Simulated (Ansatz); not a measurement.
Troubleshooting Ansatz (a quantum-chemistry and plane-wave program): a failed run on NbPd4 (R-3m, 5 atoms in the cell). The aim is a self-consistent single point with DFT, LDA (PW92), plane waves, default PAW files made with PBE.

Cell that was meant: a = 11.6112 Å, b = 11.6112 Å, c = 11.6112 Å, α = 14.03°, β = 14.03°, γ = 14.03°.

Part of the input:

Ansatz 0.2 input:
```yaml
  mp_grid:
    grid: [12, 12, 12]
hamiltonian:
  xc: hse
  pseudopotentials:
    kind: paw
scf:
```

Output, abridged:

```
Error: YAML parse error: error: line 19 column 7: hamiltonian.xc: unknown variant `hse`, expected one of `lda`, `lda-pw`, `pw92`, `pbe`, `pbesol`, `rpbe`, `revpbe`, `blyp`, `pbe0`, `revpbe0`, `b3lyp`, `b3lyp5`, `hse06`, `wpbeh`, `hiss`, `lc_wpbe`, `cam_b3lyp`, `hf`, `r2scan`, `r2scanh`, `r2scan0`, `r2scan50`, `mr2scan`
  --> <input>:19:7
   |
17 |     grid: [12, 12, 12]
18 | hamiltonian:
19 |   xc: hse
   |       ^ hamiltonian.xc: unknown variant `hse`, expected one of `lda`, `lda-pw`, `pw92`, `pbe`, `pbesol`, `rpbe`, `revpbe`, `blyp`, `pbe0`, `revpbe0`, [...]
20 |   pseudopotentials:
21 |     kind: paw
   |
```

**Question.** Read the log: what does the program object to, and what is the fix?

**Answer.** The fault is a value that the program does not know. The key takes a closed list of words, and names differ between codes. To fix it, use one of the words that the key accepts. The program stopped before any SCF iteration.

The sound input it was made from differs as follows (other fixes are possible):
```diff
-  xc: hse
+  xc: lda
```

With that input, the run converged in 8 iterations: free energy E − TS (on the zero of these files) -31821.4558 eV; Fermi level (on the code's own zero) 18.23 eV; pressure -14.87 GPa; largest force (vector length) 0.093 eV/Å (DFT, LDA (PW92), plane waves, default PAW files made with PBE).

On the sound input: the starting cell comes from a database of computed structures (which also holds hypothetical and non-ambient phases and stackings), without a prior relaxation at this level. Spin polarisation is off. With a pressure of about -15 GPa the cell is away from its equilibrium volume at this level. Ansatz's pressure includes its estimate of the finite-basis (Pulay) stress.
